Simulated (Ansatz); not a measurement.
Defect migration in fcc Cu: Si-vacancy pair (Si on one host Cu site, one Cu site vacant), neutral cell. The step: one Cu atom jumps into the vacancy from a nearby Cu site (Si-vacancy distance between ideal sites 2.57 Å throughout); the atom moves 2.45 Å along (-0.48, 0.48, 0.00) of the unit cell; the moving atom starts with neighbours Cu at 2.51, Cu at 2.53, 2 Cu at 2.54, 2 Cu at 2.58, 2 Cu at 2.59, Cu at 2.60, Cu at 2.62; Si at 2.52 Å and ends with Cu at 2.51, Cu at 2.53, 2 Cu at 2.55, 2 Cu at 2.58, 2 Cu at 2.59, Cu at 2.60, Cu at 2.62; Si at 2.52 Å. DFT values are from Ansatz (plane-wave PAW, 420 eV unless said) in a cell of 32 host sites, spin-restricted, static, with no finite-size correction. Forms of the defect that were not tried may lie lower. The order of the sites in energy changes with the mesh. For the PBE band: the saddle point's order was not checked, and it lies on a symmetry element of the cell, where a band can be held.

```tsv
Level	Forward barrier (eV)	Cost of the band or of the saddle's single point
CHGNet universal potential (has no charge state), its own band	0.50	-
PBE, a 3×3×3 k-point mesh shifted by half a step, band relaxed	0.63	about 70 core-minutes (a rough figure)
PBE, a 5×5×5 k-point mesh shifted by half a step, same geometries	0.63	roughly 15 core-minutes
r2SCAN at 500 eV, a 3×3×3 k-point mesh shifted by half a step, same geometries	0.63	around 8 core-minutes (rough)
```

Ansatz is a first-principles code.
